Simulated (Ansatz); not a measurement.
Consider Rh in the fcc (Cu type) structure (space group Fm-3m, No. 225; a = 3.782 Å; relaxed with 0.1 eV smearing). Axes: x, y, z lie along the cube axes.

Computed with Kohn–Sham DFT with the PBEsol functional, run in Ansatz (a quantum-chemistry and plane-wave program) with PAW and 420 eV plane waves, no spin-orbit coupling.

Strains are applied to the cell and any free atomic positions relax.

One change was made to it. Results:

```json
[
 {"quantity": "pressure (mean of the normal stresses, compression positive)", "base": "0.0 GPa", "after": "-2.8 GPa"},
 {"quantity": "shortest interatomic distance", "base": "2.674 Å", "after": "2.674 Å"},
 {"quantity": "energy relative to the base (free energy F)", "base": "0 meV/atom", "after": "+1.9 meV/atom"}
]
```

Problem. What was done to the base?
A. uniaxial strain ε_zz = −0.50 %
B. uniaxial strain ε_zz = +1.00 %
C. uniaxial strain ε_zz = +2.50 %
D. uniaxial strain ε_zz = −1.50 %
E. uniaxial strain ε_zz = −3.00 %

Solution. B, uniaxial strain ε_zz = +1.00 %. For comparison, the energy relative to the base in the other runs: uniaxial strain ε_zz = −0.50 % gives +0.5 meV/atom; uniaxial strain ε_zz = −1.50 % gives +4.6 meV/atom; uniaxial strain ε_zz = −3.00 % gives +19 meV/atom; uniaxial strain ε_zz = +2.50 % gives +12 meV/atom.

No phonon test of stability was made. The final runs are not spin-polarised. Rh lies near a magnetic instability that expansion can trigger; it was not tested.
